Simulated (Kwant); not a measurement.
Computed with Kwant: Hückel tight-binding model, one pz orbital an atom, one spin, coherent transport at 0 K. Conductance is in e²/h.

Device: π system c1ccc(cc1)-c1cccc(c1)-c1ccccc1 between two chain leads. The π system is taken as planar. Atoms are numbered from 0 in the order of the SMILES. Site energies (eV, carbon 0): [0.0, 0.0, 0.0, 0.0, 0.0, 0.0, 0.0, 0.0, 0.0, 0.0, 0.0, 0.0, 0.0, 0.0, 0.0, 0.0, 0.0, 0.0]. Bonds (i, j, β in eV): (0,1,-2.7) (1,2,-2.7) (2,3,-2.7) (3,4,-2.7) (4,5,-2.7) (3,6,-2.7) (6,7,-2.7) (7,8,-2.7) (8,9,-2.7) (9,10,-2.7) (10,11,-2.7) (10,12,-2.7) (12,13,-2.7) (13,14,-2.7) (14,15,-2.7) (15,16,-2.7) (16,17,-2.7) (5,0,-2.7) (11,6,-2.7) (17,12,-2.7). Leads: chains of hopping −4.1 eV, joined by −0.54 eV to atoms 2 and 8.

Site energies and bond integrals are typed Hückel values.

Sweep values stay those of the base run.

One input was changed, with this effect: transmission at E = 0 < 1e-12 → 0.00017.

Problem. Which change was it?
A) contacts moved from atoms [2, 8] to [0, 15]
B) contacts moved from atoms [2, 8] to [8, 11]
C) contacts moved from atoms [2, 8] to [1, 2]
D) contacts moved from atoms [2, 8] to [2, 9]
E) contacts moved from atoms [2, 8] to [7, 8]
F) contacts moved from atoms [2, 8] to [1, 5]

Solution. D, contacts moved from atoms [2, 8] to [2, 9]
